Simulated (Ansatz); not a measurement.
TiC: response to strain

The parent structure is TiC in the rock salt structure (space group Fm-3m, No. 225; a = 4.3278 Å; relaxed with 0.1 eV smearing).

Strains are applied to the cell and any free atomic positions relax.

Computed with r2SCAN, PAW, 500 eV (Ansatz, a quantum-chemistry and plane-wave program; scalar-relativistic without spin-orbit coupling).

```csv
isotropic strain (%),pressure (GPa)
0,0.0
0.5,-3.8
1,-7.4
1.5,-10.7
2,?
2.5,-16.8
3,-19.5
```

Task: Fit P = P₀ − Bδ + Cδ² with δ = (1 + ε)³ − 1 to the rows shown and predict the withheld row.

Result: Least squares on the printed values gives P₀ = 0.0 GPa, B = 259 GPa, C = 522 GPa (largest residual 0.0 GPa); this predicts -13.9 GPa, and the run gives -13.8 GPa, in agreement.

No phonon test of stability was made. All final runs are without spin polarisation.
